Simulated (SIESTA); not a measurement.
Worked example: self-consistent single point of In (I4/mmm, 1 atom in the cell) in SIESTA.

Method of the run: GGA PBE, numerical atomic orbitals DZP, PseudoDojo PBE standard norm-conserving potentials (rewritten from UPF to PSML) (SIESTA 5.4.2).

The change in words: lattice scaled by 0.98; kgrid.MonkhorstPack: 10 10 10 → 19 19 19; ElectronicTemperature: 1160.45 K → 580.23 K. Reference geometry:
```
CELL_PARAMETERS angstrom
     -1.62987     1.62987     2.48243
      1.62987    -1.62987     2.48243
      1.62987     1.62987    -2.48243
ATOMIC_POSITIONS crystal
  In 0.00000 0.00000 0.00000
```

Reference input (self-consistent single point, DFT, GGA PBE, numerical atomic orbitals DZP, PseudoDojo PBE standard norm-conserving potentials (rewritten from UPF to PSML)): XC.functional = GGA; XC.authors = PBE; potentials = PseudoDojo PBE standard; PAO.BasisSize = DZP; PAO.EnergyShift = 0.005 Ry; MeshCutoff = 300 Ry; kgrid.MonkhorstPack = 10 10 10; OccupationFunction = FD; ElectronicTemperature = 1160.45 K; MaxSCFIterations = 150; SCF.Mixer.Method = Pulay; SCF.Mixer.Weight = 0.1. This run's input differs from it in these lines:

```diff
@@ -11,5 +11,5 @@
 %block LatticeVectors
-    -1.629875000    1.629875000    2.482425000
-     1.629875000   -1.629875000    2.482425000
-     1.629875000    1.629875000   -2.482425000
+    -1.597278000    1.597278000    2.432776000
+     1.597278000   -1.597278000    2.432776000
+     1.597278000    1.597278000   -2.432776000
 %endblock LatticeVectors
@@ -26,8 +26,8 @@
 %block kgrid.MonkhorstPack
-   10   0   0  0.0
-    0  10   0  0.0
-    0   0  10  0.0
+   19   0   0  0.0
+    0  19   0  0.0
+    0   0  19  0.0
 %endblock kgrid.MonkhorstPack
 OccupationFunction           FD
-ElectronicTemperature        1160.45 K
+ElectronicTemperature        580.23 K
```

Output (repeated stretches shortened):

```
        iscf     Eharris(eV)        E_KS(eV)     FreeEng(eV)     dDmax    Ef(eV) dHmax(eV)
   scf:    1    -1805.572773    -1807.655674    -1807.659322  1.070075 -3.834089  2.475610
   scf:    2    -1807.730124    -1807.693444    -1807.697087  0.072111 -3.864688  2.099756
   scf:    3    -1807.848933    -1807.786199    -1807.789784  0.367095 -4.034301  0.035577
   scf:    4    -1807.784319    -1807.785409    -1807.788986  0.033926 -4.059786  0.192243
   scf:    5    -1807.786768    -1807.786210    -1807.789793  0.033180 -4.050674  0.005831
   scf:    6    -1807.786211    -1807.786210    -1807.789793  0.000910 -4.050430  0.000741
mix: Pulay -- inversion failed, > SVD [rank/size] 3 / 5
   scf:    7    -1807.786210    -1807.786210    -1807.789793  0.000154 -4.050387  0.000138
mix: Pulay -- inversion failed, > SVD [rank/size] 3 / 6
   scf:    8    -1807.786210    -1807.786210    -1807.789794  0.000022 -4.050393  0.000013
mix: Pulay -- inversion failed, > SVD [rank/size] 3 / 7
   scf:    9    -1807.786210    -1807.786210    -1807.789793  0.000002 -4.050394  0.000003
SCF Convergence by DM+H criterion
max |DM_out - DM_in|         :     0.0000017331
max |H_out - H_in|      (eV) :     0.0000025636
SCF cycle converged after 9 iterations

Using DM_out to compute the final energy and forces

siesta: E_KS(eV) =            -1807.7862

siesta: E_KS - E_eggbox =     -1807.7862

siesta: Atomic forces (eV/Ang):
     1   -0.000000    0.000000    0.000000
   Tot   -0.000000    0.000000    0.000000
   Max    0.000000
   Res    0.000000    sqrt( Sum f_i^2 / 3N )
   Max    0.000000    constrained

Stress tensor Voigt[x,y,z,yz,xz,xy] (kbar):      -55.19      -55.19      -52.86        0.29        0.29        0.03
(Free)E + p*V (eV/cell)    -1806.9466
Target enthalpy (eV/cell)    -1807.7898

siesta: Program's energy decomposition (eV):
siesta: FreeEng =     -1807.789793

siesta: Stress tensor (static) (eV/Ang**3):
siesta:    -0.034447    0.000016    0.000184
siesta:     0.000016   -0.034447    0.000184
siesta:     0.000184    0.000184   -0.032991

siesta: Cell volume =         24.826937 Ang**3

siesta: Pressure (static):
siesta:                Solid            Molecule  Units
siesta:           0.00036989          0.00036989  Ry/Bohr**3
siesta:           0.03396133          0.03396133  eV/Ang**3
siesta:          54.41205687         54.41205687  kBar
```

The run converged in 9 iterations. Against the reference run the free energy goes up by 46.6 meV/atom and the pressure goes from 2.04 to 5.44 GPa.

The starting cell has typed, rounded lattice constants, without a prior relaxation at this level. Its lattice was rescaled by up to half a per cent. For this run, on top of that: lattice scaled by 0.98. Values carry the incompleteness of an atom-centred basis. With a pressure of about 5 GPa the cell is away from its equilibrium volume at this level.

Cost on one core of a shared machine: roughly 2 min.
